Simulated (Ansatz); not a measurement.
A computed series for hypothetical Pm-3n InP: pressure series

Take InP (space group Pm-3n, No. 223; a = 7.2411 Å; a hypothetical phase, not in the database extracts checked) as the base.

Cell and atoms are relaxed at each pressure.

The values are results of PBEsol, PAW, 420 eV (Ansatz, a quantum-chemistry and plane-wave program; spin-orbit coupling left out), not measurements.

| variant | electron mass | lattice parameter a | width of the top valence band |
|---|---|---|---|
| base | 0.057 mₑ (at Γ) | 7.241 Å | 1.35 eV |
| pressure −2 GPa | 0.037 mₑ (at Γ) | 7.346 Å | 1.25 eV |
| pressure −1 GPa | 0.048 mₑ (at Γ) | 7.290 Å | 1.30 eV |
| pressure 0.3 GPa | 0.060 mₑ (at Γ) | 7.227 Å | 1.36 eV |
| pressure 0.7 GPa | 0.063 mₑ (at Γ) | 7.209 Å | 1.38 eV |
| pressure 1.5 GPa | 0.070 mₑ (at Γ) | 7.175 Å | 1.41 eV |
| pressure 3 GPa | 0.081 mₑ (at Γ) | 7.117 Å | 1.47 eV |
| pressure 5 GPa | 0.094 mₑ (at Γ) | 7.048 Å | 1.55 eV |
| pressure 7.5 GPa | 0.89 mₑ along k, 0.33 mₑ across (off the special points) | 6.974 Å | 1.64 eV |
| pressure 10 GPa | 0.84 mₑ along k, 0.32 mₑ across (off the special points) | 6.908 Å | 1.72 eV |

The levels and masses belong to the bands next to the band gap. Load acts through the strain it causes; cell and atoms are relaxed under it. Masses are band curvatures over ±0.01 Å⁻¹ around the edge. Along k means along the line from Γ to the band edge. Whether these cells are dynamically stable was not tested. No other phases were tried under pressure.
